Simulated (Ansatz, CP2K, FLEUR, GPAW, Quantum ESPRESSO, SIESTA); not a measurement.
## Code comparison for Cu₂As (P4/nmm, 6 atoms in the cell)

Self-consistent single point.

```yaml
crystal:
  lattice:
    - [3.73659, 0.00000, 0.00000]
    - [0.00000, 3.73659, 0.00000]
    - [0.00000, 0.00000, 5.82176]
  atoms:
    - { symbol: Cu, position: [0.50000, 0.50000, 0.00000] }
    - { symbol: Cu, position: [0.00000, 0.00000, 0.00000] }
    - { symbol: Cu, position: [0.50000, 0.00000, 0.29996] }
    - { symbol: Cu, position: [0.00000, 0.50000, 0.70004] }
    - { symbol: As, position: [0.50000, 0.00000, 0.71301] }
    - { symbol: As, position: [0.00000, 0.50000, 0.28699] }
```

All programs got the same cell, k-point mesh and kind of occupations (in Ansatz's words: kpoints.mp_grid.grid = 7 7 5; scf.occupations.method = fermi_dirac; scf.occupations.width = 0.1 eV); potentials, basis and cutoffs are each program's usual ones.

```
code                                                                                                                                      model  pressure (GPa)  largest force (eV/Å)  k-points           cutoff
----------------  -----------------------------------------------------------------------------------------------------------------------------  --------------  --------------------  --------  ---------------
SIESTA            GGA PBEsol, numerical atomic orbitals DZP, PseudoDojo PBEsol standard norm-conserving potentials (rewritten from UPF to PSML)            2.86                 0.426       123      grid 300 Ry
Quantum ESPRESSO                                                                             PBEsol, PSlibrary ultrasoft (PBE) pseudopotentials            1.41                 0.231        30            50 Ry
CP2K                                                                 PBEsol, GPW, DZVP-MOLOPT-SR-GTH basis, GTH-PBE potentials (GTH_POTENTIALS)            5.29                 0.339       123      grid 600 Ry
FLEUR                                                                           PBEsol, all-electron FLAPW (FLEUR), scalar-relativistic valence               –                 0.217        30  Kmax 3.8 1/bohr
Ansatz                                                                                                  PBEsol, default PAW files made with PBE            1.54                 0.212        30           420 eV
GPAW                                                                                      PBEsol, GPAW PAW datasets PBEsol (made by gpaw-setup)            2.60                 0.246        30           800 eV
```

Size of the force on each atom (eV/Å): Sizes of forces hide their directions.

| code | Cu1 | Cu2 | Cu3 | Cu4 | As5 | As6 |
|---|---|---|---|---|---|---|
| SIESTA | 0.000 | 0.000 | 0.102 | 0.102 | 0.426 | 0.426 |
| Quantum ESPRESSO | 0.000 | 0.000 | 0.043 | 0.043 | 0.231 | 0.231 |
| CP2K | 0.000 | 0.000 | 0.042 | 0.042 | 0.339 | 0.339 |
| FLEUR | 0.000 | 0.000 | 0.035 | 0.035 | 0.217 | 0.217 |
| Ansatz | 0.000 | 0.000 | 0.011 | 0.011 | 0.212 | 0.212 |
| GPAW | 0.000 | 0.000 | 0.049 | 0.049 | 0.246 | 0.246 |

A dash marks a value that a program does not give, or that is left out as unsure.

No clean gap comes from SIESTA, Quantum ESPRESSO, CP2K, Ansatz (a first-principles code) and GPAW: levels at the Fermi energy touch, overlap or are partly filled at this smearing.

The spread over the programs that give each value: pressure within 3.88 GPa; largest force within 0.214 eV/Å.

The starting cell comes from a database of computed structures (which also holds hypothetical and non-ambient phases and stackings), without a prior relaxation at this level. Its lattice was rescaled by a random factor within 2.5 % of one. On Ansatz's run: Spin polarisation is off. The run gives no clean gap (levels at the Fermi energy touch, overlap or are partly filled at this smearing), which alone does not show that the compound is a metal.

Q: Why do the programs differ, and what cannot be compared?

A: Differences of this kind can come from the potentials, where these differ, and from what each basis and cutoff leave unconverged. The valence holds different numbers of electrons (SIESTA 106, Quantum ESPRESSO 54, CP2K 54, FLEUR 74, Ansatz 106, GPAW 54). The zero of total energies and Fermi levels follows the potentials and each program's conventions, so they are not compared here. SIESTA and CP2K use small atom-centred bases, whose incompleteness enters pressures, forces and empty levels differently from a plane-wave cutoff. FLEUR treats all electrons, but the usual bases taken here (sphere radii, linearisation, local orbitals, empty states) were not tested for convergence, so the values are no reference for the others. Ansatz's pressure is given at a fixed set of plane waves, as the other plane-wave codes print theirs; with its correction for the finite basis it is 1.63 GPa. The programs reduce the same mesh by symmetry to different extents, which changes the work and not the result. In the pressure, SIESTA (by 1.32), CP2K (by 3.75) and GPAW (by 1.06) lie more than 1 GPa from the median of the plane-wave programs. In the force vectors, SIESTA (by 0.195) and CP2K (by 0.108) lie more than 0.08 eV/Å from the median of the plane-wave programs.

Left out of this page: ABINIT (with a known weakness of the program).

Keys are those of Ansatz 0.2.
